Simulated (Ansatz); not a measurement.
**A computed series for HgS: response to strain**

Start from HgS in the zinc blende structure (space group F-43m, No. 216).

HgS is taken in the cubic space group F-43m (No. 216), the zinc blende structure, Pearson symbol cF8. Cell: a = 5.8759 Å, b = 5.8759 Å, c = 5.8759 Å, α = 90.00°, β = 90.00°, γ = 90.00°. Hg on 4a sees 4 S at 2.544 Å (tetrahedral). S on 4d is coordinated by 4 Hg at 2.544 Å (tetrahedral). (Neighbours: up to the widest gap in distance over summed covalent radii, below 1.35, at either atom; cation-cation and far metal-metal contacts left out.)
(The calculation used a cell of 2 atoms; values per cell refer to that cell.)

Strains are applied to the cell and any free atomic positions relax.

The values are results of PBEsol (Ansatz, a first-principles code), without spin-orbit coupling, not measurements.

Candidates:
(a) isotropic strain +1.50 %
(b) isotropic strain +0.50 %
(c) isotropic strain +2.50 %
(d) isotropic strain −3.00 %

Notes on the quantities. energy relative to the base: free energy F.

Q: Order them by energy relative to the base, highest first.

A: (d) isotropic strain −3.00 % (+44 meV/atom), (c) isotropic strain +2.50 % (+24 meV/atom), (a) isotropic strain +1.50 % (+9.1 meV/atom), (b) isotropic strain +0.50 % (+1.1 meV/atom)

The mesh was chosen for an insulator and is coarse for the gapless case. Spin-orbit coupling, missing from the scalar runs, can matter with Hg. Stability against distortions was not tested. All final runs are without spin polarisation.
